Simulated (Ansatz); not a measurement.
Base system: CdSe in the zinc blende structure (space group F-43m, No. 216; a = 6.1332 Å). Axes: x, y, z lie along the cube axes.

Computed with r2SCAN (Ansatz, a quantum-chemistry and plane-wave program), no spin-orbit coupling.

The change: the cell is compressed by 1.50 % along z with no lateral relaxation, atoms relaxed at fixed cell.

### Question
Predict the stress tensor and what it implies for the stiffness.

### Answer
Stress of the strained cell less that of the base (GPa, compression positive):
```
   0.72    0.00    0.00
   0.00    0.72    0.00
   0.00    0.00    0.96
```

Then −Δσ_ii/ε with ε = -0.0150 gives secant stiffness values (nonlinear terms included at this strain): C33 ≈ 64 GPa, C13 ≈ 48 GPa and C23 ≈ 48 GPa.

Whether these cells are dynamically stable was not tested.
